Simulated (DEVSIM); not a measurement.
System: Ge p-i-n diode, at 300 K.

| layer (left to right) | material | thickness (μm) | Nd (cm⁻³) | Na (cm⁻³) | τn (s) | τp (s) |
|---|---|---|---|---|---|---|
| 1 | Ge | 0.280 | - | 3.3e17 | 0.00019 | 0.00019 |
| 2 | Ge | 2.00 | 1.1e12 | - | 0.00019 | 0.00019 |
| 3 | Ge | 0.720 | 1.4e18 | - | 0.00019 | 0.00019 |

Left contact: ohmic. Right contact: ohmic. Voltage is applied to the left contact. Recombination: SRH at mid-gap. Mobility is μmin + (μ − μmin)/(1 + (N/Nref)^α).

This is a model device: material constants are rounded textbook-type values typed into the input, and sizes, dopings and lifetimes were drawn at random. Values at 300 K; Nc and Nv go as T^1.5, mobilities as T to minus their exponent, the gap by Varshni's rule with the affinity fixed. The table also holds parameters that only a changed run uses.

```
parameter               Ge
----------------  --------
gap (eV)             0.664
affinity (eV)            4
permittivity            16
Nc (cm⁻³)          1.04e19
Nv (cm⁻³)             6e18
μn (cm²/Vs)           3900
μp (cm²/Vs)           1900
μn,min                 150
μp,min                 100
Nref,n              2.6e17
Nref,p                4e17
αn                    0.56
αp                     0.6
T exponent of μn      1.66
T exponent of μp      2.33
Cn (cm⁶/s)           1e-31
Cp (cm⁶/s)           1e-31
Varshni α (eV/K)  0.000477
Varshni β (K)          235
```

Model (solved in DEVSIM): 1D drift-diffusion, Boltzmann statistics, complete ionisation; no tunnelling, impact ionisation, image-force lowering or self-heating.

Base results: potential step across the device at zero bias (V) 0.537; dark forward voltage at 100 A/cm² (V) 0.325.

Question: What follows from this one change: thickness of layer 1 0.28 → 0.84 μm?

Answer: potential step across the device at zero bias little changed (0.537 V); dark forward voltage at 100 A/cm² 0.325 → 0.351 V.

Question: What follows from this one change: temperature 300 → 400 K?

Answer: potential step across the device at zero bias 0.537 → 0.425 V; dark forward voltage at 100 A/cm² 0.325 → 0.149 V.

Question: What follows from this one change: constant mobility in place of the doping-dependent one?

Answer: potential step across the device at zero bias little changed (0.537 V); dark forward voltage at 100 A/cm² 0.325 → 0.307 V.
